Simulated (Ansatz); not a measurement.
Results of r²SCAN+rVV10 (PAW; Ansatz, an electronic-structure program) for ZrSeS (P3m1, No. 156, 3 atoms in the cell; start mp-1215215).

Run with plane-wave cutoff 560 eV, 12×12×6 k mesh (along the axes of the cell as run), Fermi–Dirac smearing 0.01 eV, scalar-relativistic PAW data made under PBE.

Cell (relaxed at this level):

```cif
data_SSeZr
_chemical_formula_sum 'Zr1 Se1 S1'
_space_group_name_H-M_alt 'P3m1'
_space_group_IT_number 156
_space_group_name_Hall 'P 3 -2"'
_cell_length_a 3.73066
_cell_length_b 3.73066
_cell_length_c 6.02956
_cell_angle_alpha 90.000
_cell_angle_beta 90.000
_cell_angle_gamma 120.000
loop_
_atom_site_label
_atom_site_type_symbol
_atom_site_symmetry_multiplicity
_atom_site_Wyckoff_symbol
_atom_site_fract_x
_atom_site_fract_y
_atom_site_fract_z
_atom_site_occupancy
Zr1 Zr 1 a 0.00000 0.00000 0.01277 1
Se1 Se 1 c 0.66667 0.33333 0.74418 1
S1 S 1 b 0.33333 0.66667 0.24305 1
```

Task: Predict the band gap and smallest direct gap on the k points sampled.

Result: 
- band gap: 0.91 eV
- smallest direct gap on the k points sampled: 1.56 eV

Spin–orbit coupling is not included.

The computed numbers hold no vibrational or temperature effects.

A start named mp-… is a Materials Project structure, which need not be a measured phase.
